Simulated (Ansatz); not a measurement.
**Si (Fd-3m): band-edge transport data**

Given:

```yaml
crystal:
  lattice:
    - [0.00000, 2.71679, 2.71679]
    - [2.71679, 0.00000, 2.71679]
    - [2.71679, 2.71679, 0.00000]
  atoms:
    - { symbol: Si, position: [0.25000, 0.25000, 0.25000] }
    - { symbol: Si, position: [0.00000, 0.00000, 0.00000] }
```

Computed with PBEsol, rigid bands (plane waves, PAW, scalar-relativistic; Ansatz, a program for electronic structure). Cell: cell and atoms relaxed with PBEsol.

The band gap is 0.47 eV and the electron conductivity mass (300 K, dilute) is 0.28 mₑ. The hole conductivity mass (300 K, dilute) is 0.32 mₑ and the effective density of states N_c (300 K) comes out as 3.0e19 cm⁻³. The effective density of states N_v (300 K) is 3.4e19 cm⁻³ and the density-of-states mass, electrons comes out as 1.13 mₑ. The density-of-states mass, holes comes out as 1.23 mₑ and the Seebeck coefficient, n-type 1e19 cm⁻³, 300 K comes out as -309 μV/K. The Seebeck coefficient, p-type 1e19 cm⁻³, 300 K is 319 μV/K and the best p-type power factor at 300 K for τ = 10 fs (best axis; densities from 1e16 to 1e21 cm⁻³ tried, whether or not they can be reached) is 16.7 μW/(cm·K²) at 1e20 cm⁻³.

Rigid bands; masses and Seebeck coefficients take one relaxation time τ for all states and one kind of carrier; polarons and phonon drag are left out. Spin-orbit coupling is left out; where it splits the top of the valence band, N_v and the p-type Seebeck coefficient come out somewhat high without it.
